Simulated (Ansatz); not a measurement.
Consider ZnS in the zinc blende structure (space group F-43m, No. 216; a = 5.4434 Å).

Method: PBE (Ansatz, a first-principles code, PAW, spin-orbit coupling left out).

Strains are applied to the cell and any free atomic positions relax.

One change was made to it. Results:

| quantity | base | after |
|---|---|---|
| width of the top valence band | 2.63 eV | 2.80 eV |
| band gap | 2.02 eV | 2.21 eV |
| energy relative to the base (free energy F) | 0 meV/atom | +9.4 meV/atom |

Question: Which of these changes matches the shifts?
A) isotropic strain −1.00 %
B) isotropic strain −2.50 %
C) isotropic strain +1.50 %
D) isotropic strain −1.50 %

Answer: D, isotropic strain −1.50 %. For comparison, the band gap in the other runs: isotropic strain +1.50 % gives 1.83 eV; isotropic strain −1.00 % gives 2.15 eV; isotropic strain −2.50 % gives 2.35 eV.

Stability against distortions was not tested.
